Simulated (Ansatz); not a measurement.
## SnI4 (P-43m, No. 215, 5 atoms in the cell; start mp-571436; a measured phase of this formula has another space group)

Method: PBE0-D3(BJ) (plane waves, PAW; Ansatz, an electronic-structure program).

Cell: relaxed with PBE-D3(BJ): a = b = c = 6.068 Å, α = β = γ = 90.00°.

- lattice energy = 95 kJ/mol

Spin–orbit coupling is not included.

Computed values are for the static lattice.

Computing time: about 7 core-minutes (a rough figure).

A start named mp-… is a Materials Project structure, which need not be a measured phase.
